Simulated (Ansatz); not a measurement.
Take CsPbCl₃ in the cubic perovskite structure (space group Pm-3m, No. 221) as the base.

```
CELL_PARAMETERS angstrom
      5.52086     0.00000     0.00000
      0.00000     5.52086     0.00000
      0.00000     0.00000     5.52086
ATOMIC_POSITIONS crystal
  Cs 0.00000 0.00000 0.00000
  Pb 0.50000 0.50000 0.50000
  Cl 0.50000 0.00000 0.50000
  Cl 0.00000 0.50000 0.50000
  Cl 0.50000 0.50000 0.00000
```

Level of theory: Ansatz (a program for electronic structure) LDA, no spin-orbit coupling.

Base values:

The pressure is 0.00 GPa and the electron mass is 0.093, 0.75, 0.75 mₑ (at R). The valley order is R along ⟨111⟩ 1.53 eV; Γ 2.75 eV.

The change: an isotropic linear strain of −0.60 %, atoms relaxed at fixed cell.

Q: Estimate the effect on the pressure, electron mass and valley order.

A: The pressure goes from zero to 0.56 GPa; the electron mass (degenerate bands, along [100]) goes from 0.093, 0.75, 0.75 mₑ (at R) to 0.089, 0.73, 0.73 mₑ (at R); the valley order (the lowest conduction-band minima on the path, energy above the VBM, named in the base's zone) changes from R along ⟨111⟩ 1.53 eV; Γ 2.75 eV to R along ⟨111⟩ 1.44 eV; Γ 2.64 eV.

With Pb present, leaving out spin-orbit coupling can change the band edges. The levels and masses belong to the bands next to the band gap. Masses are band curvatures over ±0.01 Å⁻¹ around the edge. Stability against distortions was not tested. Many cubic perovskites are stable only at high temperature; tilts and polar distortions were not tested. This is not the structure that CsPbCl3 has at room temperature and ambient pressure.
